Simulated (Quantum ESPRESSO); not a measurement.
Short convergence ladders for a (110) slab of HgTe (cut from a parent of space group no. 63; 4 atoms in the cell)

```xyz
4
Lattice="5.7808 0.0000 0.0000 0.0000 4.5661 0.0000 0.0000 0.0000 16.5730" Properties=species:S:1:pos:R:3 pbc="T T T"
Hg     1.4452     3.1295     7.5776
Hg     4.3356     0.2061     8.9954
Te     1.4452     0.8752     9.5730
Te     4.3356     2.4603     7.0000
```

Base method: PBEsol, GBRV 1.5 ultrasoft (PBESOL) pseudopotentials (plane waves; Quantum ESPRESSO).

Base settings: ecutwfc = 40 Ry; ecutrho = 200 Ry; occupations = smearing; smearing = gauss; degauss = 0.0073499 Ry; mixing_mode = local-TF; potentials = {Hg: hg_pbesol_v1.uspp.F.UPF, Te: te_pbesol_v1.uspp.F.UPF}; K_POINTS = automatic 3 4 1 0 0 0; conv_thr = 1e-10 Ry; mixing_beta = 0.4.

The count of work is k-points × plane waves × bands × iterations; it is no time. Core times come from one kind of shared machine, to one figure; runs under 30 s give none.

**The vacuum**

The mesh stays at the base's, so the ladder's end is converged at best in this setting alone.

Only quantities that move along the ladder and can be compared are tabulated.

```csv
vacuum between outermost atoms (Å),free energy less the last step's (meV/atom),largest difference of a force vector from the last step's (eV/Å),count of work / last,core time / last (rough)
3.0,143.04,0.166,0.16,–
5.0,1.54,0.034,0.26,0.4
7.0,-0.99,0.004,0.30,0.5
14.0,-0.01,0.000,0.56,2
25.0,0.00,0.000,1.0,1
```

Smallest vacuum between outermost atoms (Å) that holds the forces within 0.005 eV/Å of the last step, with all finer ones: 7.0, at 0.30 of the last step's count of work; the step before is off by 0.034 eV/Å.

Smallest vacuum between outermost atoms (Å) that holds the free energy within 2 meV/atom of the last step, with all finer ones: 5.0, at 0.26 of the last step's count of work and about 0.4 of the last step's time; the step before is off by 140 meV/atom.

**The k-point mesh**

Only quantities that move along the ladder and can be compared are tabulated.

| K_POINTS | free energy less the last step's (meV/atom) | largest difference of a force vector from the last step's (eV/Å) | count of work / last | core time / last (rough) |
|---|---|---|---|---|
| automatic 1 2 1 0 0 0 | 269.79 | 1.429 | 0.066 | 0.3 |
| automatic 2 3 1 0 0 0 | -16.94 | 0.226 | 0.13 | 0.4 |
| automatic 3 4 1 0 0 0 | -1.62 | 0.133 | 0.20 | 1 |
| automatic 8 10 1 0 0 0 | 0.00 | 0.000 | 1.0 | 1 |

Coarsest K_POINTS that holds the free energy within 5 meV/atom of the last step, with all finer ones: automatic 3 4 1 0 0 0, at 0.20 of the last step's count of work; the step before is off by 17 meV/atom.

Coarsest K_POINTS that holds the forces within 0.02 eV/Å: not settled: the last two steps still differ by 0.13 eV/Å, over half the tolerance, so the ladder does not show it.

**The plane-wave cutoff**

Moved along: ecutrho.

The mesh stays at the base's, so the ladder's end is converged at best in this setting alone.

Only quantities that move along the ladder and can be compared are tabulated.

```csv
ecutwfc,free energy less the last step's (meV/atom),count of work / last,core time / last (rough)
20 Ry,32.47,0.18,–
28 Ry,4.57,0.28,0.4
40 Ry,3.18,0.48,1
60 Ry,0.00,1.0,1
```

Coarsest ecutwfc that holds the free energy within 5 meV/atom: not settled: the last two steps still differ by 3.2 meV/atom, over half the tolerance, so the ladder does not show it.

On the base run: the starting cell comes from a database of computed structures (which also holds hypothetical and non-ambient phases and stackings), without a prior relaxation at this level. The slab is cut from that crystal, and its faces are unrelaxed. Its lattice was rescaled by up to half a per cent. Spin polarisation is off, though cut faces can carry moments; the slab shows no gap. Without a gap this mesh is coarse (it stands for a supercell whose shortest in-plane vector is 17 Å).
